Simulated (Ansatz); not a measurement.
ScBeNO (model structure, started from the LaZnOP type, P4/nmm, No. 129, 8 atoms in the cell) was calculated with r²SCAN (PAW; Ansatz, an electronic-structure program).

Settings: plane-wave cutoff 560 eV, 10×10×6 k mesh (along the axes of the cell as run), Fermi–Dirac smearing 0.01 eV, scalar-relativistic PAW data made under PBE.

Cell (relaxed at this level):

```
CELL_PARAMETERS angstrom
      3.32936     0.00000     0.00000
      0.00000     3.32936     0.00000
      0.00000     0.00000     6.89572
ATOMIC_POSITIONS crystal
  Sc 0.00000 0.50000 0.83805
  Sc 0.50000 0.00000 0.16195
  Be 0.00000 0.00000 0.50000
  Be 0.50000 0.50000 0.50000
  N  0.50000 0.00000 0.60867
  N  0.00000 0.50000 0.39133
  O  0.50000 0.50000 0.00000
  O  0.00000 0.00000 0.00000
```

Q: What does this level give for the band gap, smallest direct gap on the k points sampled and direct gap at Γ?

A: 
band gap: 3.14 eV (indirect)
smallest direct gap on the k points sampled: 3.53 eV
direct gap at Γ: 4.25 eV

Note: the relaxation could raise the start's symmetry but not lower it, so the cell can be a saddle point.

The computed numbers hold no vibrational or temperature effects.

Computing time: very roughly 60 core-seconds.

A model structure was made by putting elements into a prototype or built by hand; it is no filed structure, need not be a known phase, and can be a saddle point held by its symmetry.
